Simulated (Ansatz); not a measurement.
**NbAlB (model structure, started from the MoAlB type, Cmcm, No. 63, 6 atoms in the cell)**

Computed with LDA (plane waves, PAW; Ansatz, a program for electronic structure).

Numerical settings: plane-wave cutoff 520 eV, 18×18×18 k mesh, Fermi–Dirac smearing 0.05 eV, no spin polarisation, scalar-relativistic PAW data made under PBE.

Cell (relaxed at this level):

Space group Cmcm (No. 63); a = 3.2842 Å, b = 14.5090 Å, c = 3.0865 Å, α = β = γ = 90.00°

```
atom  site  symmetry       x       y       z
----  ----  --------  ------  ------  ------
Al      4c       m2m  0.0000  0.6999  0.2500
B       4c       m2m  0.0000  0.5305  0.2500
Nb      4c       m2m  0.0000  0.0881  0.7500
```
(The calculation used a cell of 6 atoms; values per cell refer to that cell.)

```
Item            Value
------------  -------
bulk modulus  195 GPa
```

Note: the run has no spin polarisation, so it can have missed a magnetic state; the bulk modulus is −V dP/dV from two relaxed cells at ±2 % in volume; the relaxation could raise the start's symmetry but not lower it, so the cell can be a saddle point.

Static lattice: no zero-point or thermal effects.

Computing time: about 6 core-minutes (a rough figure).

A model structure was made by putting elements into a prototype or built by hand; it is no filed structure, need not be a known phase, and can be a saddle point held by its symmetry.
